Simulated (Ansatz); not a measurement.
Input and output of a self-consistent single point for LaSnPt (P-62m, 9 atoms in the cell) (Ansatz, a program for electronic structure).

Level of theory: LDA (PW92), default PAW files made with PBE (plane waves; Ansatz).

```yaml
crystal:
  lattice:
    - [7.68742, 0.00000, 0.00000]
    - [-3.84371, 6.65750, 0.00000]
    - [0.00000, 0.00000, 4.20614]
  atoms:
    - { symbol: La, position: [0.41420, 0.41420, 0.00000] }
    - { symbol: La, position: [0.00000, 0.58580, 0.00000] }
    - { symbol: La, position: [0.58580, 0.00000, 0.00000] }
    - { symbol: Sn, position: [0.00000, 0.24827, 0.50000] }
    - { symbol: Sn, position: [0.24827, 0.00000, 0.50000] }
    - { symbol: Sn, position: [0.75173, 0.75173, 0.50000] }
    - { symbol: Pt, position: [0.33333, 0.66667, 0.50000] }
    - { symbol: Pt, position: [0.66667, 0.33333, 0.50000] }
    - { symbol: Pt, position: [0.00000, 0.00000, 0.00000] }
```

Reference input (self-consistent single point, DFT, LDA (PW92), plane waves, default PAW files made with PBE): basis.ecutwfc = 420 eV; kpoints.mp_grid.grid = 4 4 5; hamiltonian.xc = lda; hamiltonian.pseudopotentials = {kind: paw} (the program's default PAW files); scf.occupations.method = cold; scf.occupations.width = 0.272 eV. This run's input differs from it in these lines:

Ansatz 0.2 input:
```diff
@@ -16,3 +16,3 @@
 basis:
-  ecutwfc: 420.0
+  ecutwfc: 295.0
 kpoints:
```

Output (repeated stretches shortened):

```
SCF iter   1: F=—  HF=-72610.765361 eV  |F-HF|=—  |Δ(HF+E_count)|=         —  Δρ=8.10e-3  dr2=7.82e-2  ethr=1.77e-3  ⟨swp⟩=5.8  Hψ=3327  notcnv=0
all-band conjugate gradients solve this SCF's bands
preconditioner: auto → Kerker (q_TF=auto, 2.505 Å⁻¹)
SCF iter   2: F=—  HF=-72610.745760 eV  |F-HF|=—  |Δ(HF+E_count)|=   1.96e-2  S|Δr|=    0.00e0  Δρ=3.50e-3  dr2=1.32e-2  ethr=6.06e-5  ⟨swp⟩=2.1  Hψ=1683  notcnv=0
   [... lines left out ...]
SCF iter   7: F=—  HF=-72610.741592 eV  |F-HF|=—  |Δ(HF+E_count)|=   2.87e-6  S|Δr|=    0.00e0  Δρ=1.51e-5  dr2=1.09e-6  ethr=1.20e-8  ⟨swp⟩=2.0  Hψ=1221  notcnv=0
SCF iter   8: F=—  HF=-72610.741592 eV  |F-HF|=—  |Δ(HF+E_count)|=   1.76e-7  S|Δr|=    0.00e0  Δρ=4.08e-6  dr2=1.31e-7  ethr=8.47e-10  ⟨swp⟩=2.0  Hψ=1570  notcnv=0
SCF iter   9: F=-72610.741592 eV  HF=-72610.741592 eV  |F-HF|=5.73e-9  |Δ(HF+E_count)|=   2.31e-8  S|Δr|=    0.00e0  Δρ=1.00e-6  dr2=7.27e-9  ethr=7.75e-11  ⟨swp⟩=14.9  Hψ=4380  notcnv=0
SCF 1 converged in 9 iterations: F = -72610.741592 eV  dr2 = 7.27e-9
Stability not checked (fill_not_monotonic)
Free energy (F): -72610.741592 eV
Internal energy: -72610.713498 eV  (E = F + TS)
E sigma→0 (E₀):  -72610.732227 eV
Entropy (-TS):   -0.028094 eV (-3.122 meV/atom)
Fermi energy:    14.789630 eV
--- Forces (eV/Å), atoms counted from 1 ---
  atom   1  La     0.00735669     0.01274217    -0.00000000
  atom   2  La     0.00735669    -0.01274217     0.00000000
  atom   3  La    -0.01471339     0.00000000     0.00000000
  atom   4  Sn    -0.02013032     0.03486673    -0.00000000
   [... lines left out ...]
  atom   9  Pt     0.00000000     0.00000000    -0.00000000
--- Stress (GPa, compression-positive) ---
       -5.375845      -0.000000       0.000000
       -0.000000      -5.375845       0.000000
        0.000000       0.000000      -5.455919
  P = ⅓ Tr σ = -5.4025 GPa (-54.025 kbar)
  The stress holds the Pulay correction. Without it, at fixed plane waves, as pw.x and ABINIT print it: P = -12.1293 GPa
```

The run converged in 9 iterations. Against the reference run the free energy goes up by 104 meV/atom, the pressure goes from -5.61 to -5.40 GPa and the largest force goes from 0.023 to 0.040 eV/Å.

The starting cell comes from a database of computed structures (which also holds hypothetical and non-ambient phases and stackings), without a prior relaxation at this level. Spin polarisation is off. Ansatz's pressure includes its estimate of the finite-basis (Pulay) stress. Without the estimate this run gives -12.13 GPa. The cutoff lies below the one recommended for these files.
